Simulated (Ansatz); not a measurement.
C: stress against strain

C (diamond, Fd-3m, 5.610 Å³/atom at rest) under an equal strain ε in the (001) plane with the normal axis free, as in a coherent film. PBEsol in Ansatz, a plane-wave DFT program (PAW, default set), 420 eV, 16×16×16 Γ-centred mesh, Fermi-Dirac smearing 0.05 eV; ions are relaxed within the symmetry of each cell. Stress is positive for a compressed cell.

Here s stands for strain and y for stress xx.

| strain (%) | stress xx (GPa) |
|---|---|
| -3.00 | ? |
| -1.50 | 18.62 |
| -1.00 | 12.18 |
| -0.50 | 5.98 |
| 0.00 | 0.00 |
| 0.50 | -5.76 |
| 1.00 | -11.31 |
| 1.50 | -16.65 |

Taking a straight line for y over the 7 complete rows: Means: s 0, y 0.437. About the means, the sum of products is -82.265 and the sum of squares of s is 7.0000; the slope is their ratio. Least squares gives y = 0.437 - 11.7521·s. Residuals (row less fit): 0.555, -0.009, -0.333, -0.437, -0.321, 0.005, 0.541; standard error 0.448 (degrees of freedom: 5). The slope gives the biaxial elastic modulus of this plane = 1175 ± 17 GPa.

What does the fit predict for y at s = -3.00, and how far is the calculated value from it?

y = 0.437 - 11.7521 × (-3.0) = 35.693 GPa. The calculation gives 39.35 GPa, 3.657 GPa above the prediction (6.5 % of the range of y in the table). The row lies outside the fitted rows, so this is an extrapolation. From the scatter of the fitted rows alone, a prediction at this place has a standard error of 0.699 GPa, so the miss is 5.2 times that.

One order more, fitted to all 13 runs of the series, follows each within 0.07, so the miss is the next term of a smooth law. Rows are the converged runs of the series near zero and its far end; series whose fitted rows scatter by over a few per cent of the range, as at a crossing or softening among them, aren't shown in this form. Most that stay on the fit to the last digits aren't either.
